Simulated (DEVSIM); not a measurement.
Structure: Si/Ge p-n heterojunction, at 400 K.

```csv
layer (left to right),material,thickness (μm),Nd (cm⁻³),Na (cm⁻³),τn (s),τp (s)
1,Si,1.80,-,4.6e16,4.3e-6,4.3e-6
2,Ge,0.690,2.4e15,-,4.3e-6,4.3e-6
```

Left contact: ohmic. Right contact: ohmic. Voltage is applied to the left contact. Recombination: SRH at mid-gap. Mobility is μmin + (μ − μmin)/(1 + (N/Nref)^α).

The device is made up for the run: typed textbook-type constants, with dimensions and the other settings drawn at random. Values at 300 K; Nc and Nv go as T^1.5, mobilities as T to minus their exponent, the gap by Varshni's rule with the affinity fixed. The table also holds parameters that only a changed run uses.

| parameter | Si | Ge |
|---|---|---|
| gap (eV) | 1.124 | 0.664 |
| affinity (eV) | 4.05 | 4 |
| permittivity | 11.7 | 16 |
| Nc (cm⁻³) | 2.86e19 | 1.04e19 |
| Nv (cm⁻³) | 3.1e19 | 6e18 |
| μn (cm²/Vs) | 1417 | 3900 |
| μp (cm²/Vs) | 470 | 1900 |
| μn,min | 52 | 150 |
| μp,min | 45 | 100 |
| Nref,n | 9.7e16 | 2.6e17 |
| Nref,p | 2.2e17 | 4e17 |
| αn | 0.68 | 0.56 |
| αp | 0.72 | 0.6 |
| T exponent of μn | 2.3 | 1.66 |
| T exponent of μp | 2.2 | 2.33 |
| Cn (cm⁶/s) | 2.8e-31 | 1e-31 |
| Cp (cm⁶/s) | 9.9e-32 | 1e-31 |
| Varshni α (eV/K) | 0.000473 | 0.000477 |
| Varshni β (K) | 636 | 235 |

Model (solved in DEVSIM): 1D drift-diffusion, Boltzmann statistics, complete ionisation; no tunnelling, impact ionisation, image-force lowering or self-heating. Band offsets follow the typed affinities; no thermionic-emission limit at abrupt steps, no polarisation charge.

Base results: largest field in the device at zero bias (V/cm) 72000; dark forward voltage at 100 A/cm² (V) 0.241; potential step across the device at zero bias (V) 0.612.

### Question
What follows from this one change: thickness of layer 1 1.8 → 3.1 μm?

### Answer
largest field in the device at zero bias little changed (72000 V/cm); dark forward voltage at 100 A/cm² 0.241 → 0.249 V; potential step across the device at zero bias little changed (0.612 V).

### Question
What follows from this one change: temperature 400 → 500 K?

### Answer
largest field in the device at zero bias little changed (70000 V/cm); dark forward voltage at 100 A/cm² 0.241 → 0.155 V; potential step across the device at zero bias 0.612 → 0.502 V.

### Question
What follows from this one change: thickness of layer 2 0.69 → 1.2 μm?

### Answer
largest field in the device at zero bias little changed (72000 V/cm); dark forward voltage at 100 A/cm² 0.241 → 0.261 V; potential step across the device at zero bias little changed (0.612 V).

### Question
What follows from this one change: doping Na of layer 1 4.6e+16 → 1.4e+18 cm^-3?

### Answer
largest field in the device at zero bias 72000 → 390000 V/cm; dark forward voltage at 100 A/cm² 0.241 → 0.067 V; potential step across the device at zero bias 0.612 → 0.730 V.

### Question
What follows from this one change: doping Nd of layer 2 2.4e+15 → 7.2e+13 cm^-3?

### Answer
largest field in the device at zero bias little changed (72000 V/cm); dark forward voltage at 100 A/cm² 0.241 → 0.226 V; potential step across the device at zero bias 0.612 → 0.586 V.

### Question
What follows from this one change: constant mobility in place of the doping-dependent one?

### Answer
largest field in the device at zero bias little changed (72000 V/cm); dark forward voltage at 100 A/cm² 0.241 → 0.228 V; potential step across the device at zero bias little changed (0.612 V).
